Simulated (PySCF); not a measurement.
PySCF 2.14.0, B3LYP/def2-svpd, df: Si(H)(F)2(NH2) (N[SiH](F)F), 7 atoms. The geometry is a generated start, not checked to be a minimum at this level.

```
Item                           Value
-------------------  ---------------
task                          energy
method                         b3lyp
basis                      def2-svpd
two-electron scheme  density fitting
mol.max_memory               3000 MB
mf.max_cycle                     100
mf.conv_tol          1e-09 (default)
mf.grids.level           3 (default)
basis functions                  114
grid points                    91032
```

```xyz
7

Si    -0.6195     0.0915     0.1005
N      1.0388    -0.1587    -0.1871
F     -1.3900    -0.9239    -0.8585
F     -0.9590     1.5515    -0.4445
H     -1.2080    -0.0223     1.4126
H      1.4328    -1.0815    -0.1072
H      1.7050     0.5435     0.0844
```

With the defaults (mf.DIIS = CDIIS, mf.diis = true, mf.level_shift = 0, mf.damp = 0, mf.diis_start_cycle = 1, mf.init_guess = minao, mf.diis_damp = 0, mf.diis_space = 8) it converges in 11 Fock builds. One run each on 2 threads, 1 BLAS thread, with these changes:
- mf.init_guess = 1e
- mf.diis_damp = 0.3
- mf.damp = 0.7, mf.diis_start_cycle = 8
- mf.diis_space = 5
- mf.level_shift = 0.3 Hartree
- mf.diis = false
- mf.init_guess = huckel
- mf.diis_space = 3
- mf.DIIS = EDIIS

### Question
Which runs fail or end elsewhere than the default run?

### Answer
No convergence: mf.DIIS = EDIIS; mf.diis = false (the run ends without SCF convergence in 100 cycles). The rest reach the solution of the defaults.

```csv
setting,Fock builds,end
the defaults,11,same solution
mf.diis_damp = 0.3,11,same solution
mf.diis_space = 5,11,same solution
mf.init_guess = huckel,12,same solution
mf.diis_space = 3,13,same solution
mf.level_shift = 0.3 Hartree,14,same solution
"mf.damp = 0.7, mf.diis_start_cycle = 8",15,same solution
mf.init_guess = 1e,16,same solution
mf.DIIS = EDIIS,101,no convergence
mf.diis = false,101,no convergence
```
